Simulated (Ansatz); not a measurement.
As on the O site (As_O) in wurtzite ZnO: one set of geometries, relaxed with PBE, evaluated in Ansatz (PAW, plane waves to 420 eV, 500 eV under r2SCAN) with PBE, r2SCAN.

Set-up: 96-site cell; 2×2×2 shifted k-points; start: the O site; charged states image-corrected; finite-size errors of tenths of an eV; flagged in the runs: a host whose relaxation on this sampling wasn't shown to rest, a strain field that reaches the edge of the cell.

| quantity | PBE | r2SCAN |
|---|---|---|
| host gap (eV) | 0.74 | 1.17 |
| ε(+1/0) above the VBM (eV) | 0.44 | not settled |
| neutral formation energy against rhombohedral As, O2 molecule in a box (eV) | 5.18 | 5.02 |
| largest moment on one atom at charge 0 (μB) | 0.21 | 0.23 |

PBE narrows the gap by 0.43 eV against r2SCAN, the highest level run.

Ansatz is a first-principles code.
